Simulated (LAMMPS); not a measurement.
MD of V (bcc) at zero pressure, 1024 atoms, as a liquid; each row is its own run.

Level of theory: classical MD, pair style meam, file MoCoNiVFeAlCr_2nn.meam, run in LAMMPS.

| T (K) | volume (Å³/atom) |
|---|---|
| 1960 | 15.194 |
| 2180 | 15.353 |
| 2400 | 15.522 |
| 3060 | 16.065 |

Task: Fit a straight line, y = a + b x, to these rows (x is the first column, y the second) and predict the run at x = 2730.

Result: Least squares gives a = 13.621 and b = 0.0007968. At x = 2730 the fit predicts 15.796 Å³/atom. The run itself gave 15.789 ± 0.003 Å³/atom, so the fit is 0.044 % high.
